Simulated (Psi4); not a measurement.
Psi4 1.11, unrestricted HF/def2-svp: B(I)3 anion (IB(I)I), charge -1, multiplicity 2, 4 atoms. The geometry is a generated start, not checked to be a minimum at this level.

- task = energy
- method = scf
- basis = def2-svp
- memory = 3 GB
- maxiter = 100
- keys of the molecule block = symmetry c1
- scf_type = df (default)
- e_convergence = 1e-06 (default)
- d_convergence = 1e-06 (default)
- effective core potentials = those of the basis set, past Kr
- basis functions = 92

```xyz
4

B      0.0002    -0.0029    -0.0015
I      1.9873    -0.3621    -0.6057
I     -0.7418    -0.8832     1.7637
I     -1.2458     1.2483    -1.1564
```

Charge -1 and multiplicity 2 are set for this test and not shown to be the ground state.

With the defaults (guess = auto, which took SAD, damping_percentage = 0, diis_start = 1, diis_max_vecs = 10, scf_initial_accelerator = adiis, level_shift = 0, level_shift_cutoff = 0.01) it converges in 11 SCF iterations. One run each on 2 threads, with these changes:
- guess = huckel
- diis_max_vecs = 20
- diis_start = 4
- diis_max_vecs = 3
- level_shift = 0.1, level_shift_cutoff = 0.001
- scf_initial_accelerator = none
- damping_percentage = 60
- guess = core
- scf_initial_accelerator = ediis

**Question.** Which of these changes keep the SCF from converging, or lead it to another solution?

**Answer.** No convergence: damping_percentage = 60 (the run ends without SCF convergence in 100 iterations). Another solution: guess = core (2600 meV higher, <S²> 0.76 against 0.78). The rest reach the solution of the defaults.

```
setting                                        SCF iterations                                                      end
---------------------------------------------  --------------  -------------------------------------------------------
scf_initial_accelerator = ediis                            10                                            same solution
the defaults                                               11                                            same solution
diis_max_vecs = 20                                         11                                            same solution
scf_initial_accelerator = none                             11                                            same solution
level_shift = 0.1, level_shift_cutoff = 0.001              11                                            same solution
diis_start = 4                                             12                                            same solution
guess = huckel                                             12                                            same solution
diis_max_vecs = 3                                          13                                            same solution
guess = core                                               19  other solution, 2600 meV higher, <S²> 0.76 against 0.78
damping_percentage = 60                                   100                                           no convergence
```
